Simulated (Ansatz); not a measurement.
Consider MgTe in the zinc blende structure (space group F-43m, No. 216; a = 6.368 Å). Axes: x, y, z lie along the cube axes.

Calculations: LDA (Ansatz, a program for electronic structure), without spin-orbit coupling.

For the base:

```
Item        Result
--------  --------
Pressure  0.01 GPa
```

Modification: biaxial strain −0.83 %, plane normal [111], relaxed out of plane (Cartesian); in-plane vectors clamped, the third vector and the atoms free.

What does the calculation give for the out-of-plane strain after the change?

The out-of-plane strain is +0.74 %.

What does the calculation give for the pressure after the change?

The pressure (mean of the normal stresses, compression positive) goes up by 0.36 GPa, from 0.01 GPa to 0.37 GPa.

No phonon test of stability was made.
